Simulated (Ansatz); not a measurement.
# What biaxial strain +2.50 %, plane normal [001], relaxed out of plane does to ZnS

Consider ZnS in the zinc blende structure (space group F-43m, No. 216; a = 5.389 Å). Axes: x, y, z lie along the cube axes.

The change: biaxial strain +2.50 %, plane normal [001], relaxed out of plane (Cartesian); in-plane vectors clamped, the third vector and the atoms free.

Computed with r2SCAN/PAW in Ansatz (a first-principles code), spin-orbit coupling left out. k-mesh 11×11×11 (Γ-centred); smearing 0.05 eV (Fermi–Dirac).

* **Volume per atom**: 19.93 Å³ (base 19.56 Å³)
* **Space group**: I-4m2 (No. 119) (base F-43m (No. 216))
* **Shortest interatomic distance**: 2.350 Å (base 2.334 Å)
* **Energy relative to the base (free energy F)**: +6.9 meV/atom
* **Pressure (mean of the normal stresses, compression positive)**: -1.47 GPa (base 0.00 GPa)
* **Band gap**: 2.49 eV (base 2.70 eV)
* **Gap character**: direct at Γ (base direct at Γ)
* **Electron mass**: 0.19 mₑ (at Γ) (base 0.19 mₑ (at Γ))
* **Valence-band top at Γ (three highest levels, from the VBM)**: 0.00, -0.18, -0.18 eV (base 0.00, 0.00, 0.00 eV)
* **Valley order (the lowest conduction-band minima on the path, energy above the VBM, named in the base's zone)**: Γ 2.49 eV; X along [001] 3.46 eV; L along [1-1-1] 3.63 eV; X along [100] 3.74 eV (base Γ 2.70 eV; X along ⟨100⟩ 3.71 eV; L along ⟨111⟩ 3.82 eV)
* **Out-of-plane strain**: -3.05 %
* **Ratio −ε⊥/ε∥**: 1.22
* **Mean in-plane stress (compression positive)**: -2.2 GPa

Cost of the whole job for the changed cell (relaxation, final SCF and bands): very roughly 90 core-seconds.

Effective masses come from finite differences of ±0.01 Å⁻¹. Stability against distortions was not tested. Labels are those of the standard path for the cell's own space group.
